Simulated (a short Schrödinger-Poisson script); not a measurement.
System: MOS inversion layer, SiO2 on p-type Si(100), at 300 K.

From the gate side: 1.5 nm SiO2; 390 nm Si, acceptors 1.2e18 cm⁻³.

The device is made up for the run: typed textbook-type constants, with dimensions and the other settings drawn at random. SiO2: permittivity 3.9, conduction-band edge (eV) 3.15, gap (eV) 9, electron mass (mₑ) 0.5. Si: permittivity 11.7, conduction-band edge (eV) 0, gap (eV) 1.124, Nv at 300 K (cm⁻³) 3.1e19.

Channel valleys (confinement mass, in-plane density-of-states mass, number): Δ2 0.916, 0.19, 2; Δ4 0.19, 0.417, 4. At the gate the conduction-band edge of layer 1 lies 3.49 eV − eVg above the Fermi level of the channel; the field vanishes at the back. Gaps are held at their typed values at every temperature. Mesh 0.03 nm at interfaces.

Solved with a short Schrödinger-Poisson script written for these runs: 1D Poisson equation in equilibrium, electrons quantum, Hartree (BenDaniel-Duke, 12 states a valley, the channel's in-plane mass for all, wave functions ending at the dielectric), parabolic valleys, classical holes, full ionisation, no traps, pinning or gate leakage.

| Vg (V) | electrons (cm⁻²) | C (μF/cm²) | Δ2 E0 (meV from the Fermi level) | Δ4 E0 (meV from the Fermi level) |
|---|---|---|---|---|
| 0.55 | 4.80e9 | 0.304 | 179.8 | 260.9 |
| 0.6 | 2.29e10 | 0.373 | 139.1 | 221.6 |
| 0.65 | 9.46e10 | 0.602 | 102.0 | 186.0 |
| 0.7 | 2.82e11 | 0.960 | 73.1 | 158.7 |
| 0.75 | 5.92e11 | 1.24 | 53.0 | 140.2 |
| 0.8 | 9.85e11 | 1.41 | 38.6 | 127.7 |
| 0.85 | 1.43e12 | 1.52 | 27.6 | 118.7 |
| 0.9 | 1.90e12 | 1.59 | 18.8 | 111.7 |
| 0.95 | 2.40e12 | 1.64 | 11.3 | 106.2 |
| 1 | 2.91e12 | 1.67 | 4.7 | 101.5 |
| 1.05 | 3.43e12 | 1.70 | -1.2 | 97.5 |
| 1.1 | 3.96e12 | 1.72 | -6.5 | 94.0 |
| 1.15 | 4.49e12 | 1.74 | -11.5 | 90.8 |
| 1.2 | 5.04e12 | 1.76 | -16.2 | 88.0 |
| 1.25 | 5.58e12 | 1.77 | -20.7 | 85.3 |
| 1.3 | 6.13e12 | 1.78 | -24.9 | 82.9 |

Gate voltages with under 1e9 electrons/cm² are left out.

**Question.** At Vg = 1.3 V the lowest Δ2 subband lies at -24.9 meV from the Fermi level. How many electrons does it hold, and what share of all?

**Answer.** The two-dimensional density of states is g m/(πħ²) = 1.59e11 cm⁻² meV⁻¹ (both spins), kT = 25.9 meV, so n = D kT ln(1 + exp(−E/kT)) = 5.28e12 cm⁻², 0.86 of the 6.13e12 cm⁻² in all.

**Question.** Compare the slope of the sheet density between 1.2 and 1.3 V with the geometric capacitance of the layers between gate and channel.

**Answer.** q Δn/ΔV = 1.75 μF/cm²; ε0/Σ(t/ε) = 2.30 μF/cm². The ratio is 0.76: the channel acts as a further capacitance in series.
